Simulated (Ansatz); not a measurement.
Take ZnF2 in the rutile structure (space group P4_2/mnm, No. 136; a = 4.8011 Å, c = 3.1749 Å) as the base.

All numbers come from DFT with PBE, PAW potentials and a 420 eV plane-wave cutoff in Ansatz (a program for electronic structure), no spin-orbit coupling.

Base values:

| Quantity | Result |
|---|---|
| Band gap | 3.52 eV |
| Width of the top valence band | 1.09 eV |
| Electron mass | 0.41 mₑ along c, 0.45 mₑ across (at Γ) |

Now apply this change: the cell is scaled by 0.9760 in all directions; the atoms relax in the strained cell.

**Question.** How does this affect the band gap?

**Answer.** The band gap rises by 0.07 eV (3.52 eV → 3.59 eV).

**Question.** How does this affect the energy relative to the base?

**Answer.** The energy goes up by 21 meV/atom.

**Question.** How does this affect the width of the top valence band?

**Answer.** The width of the top valence band rises by 0.20 eV (1.09 eV → 1.29 eV).

**Question.** Predict the new largest internal atomic displacement.

**Answer.** The largest internal atomic displacement amounts to 0.015 Å.

**Question.** Predict the new electron mass.

**Answer.** The electron mass stays 0.41 mₑ along c, 0.45 mₑ across (at Γ).

Masses are band curvatures over ±0.01 Å⁻¹ around the edge. Gaps are Kohn–Sham eigenvalue differences; semilocal functionals usually give less than the measured gap. Stability against distortions was not tested.
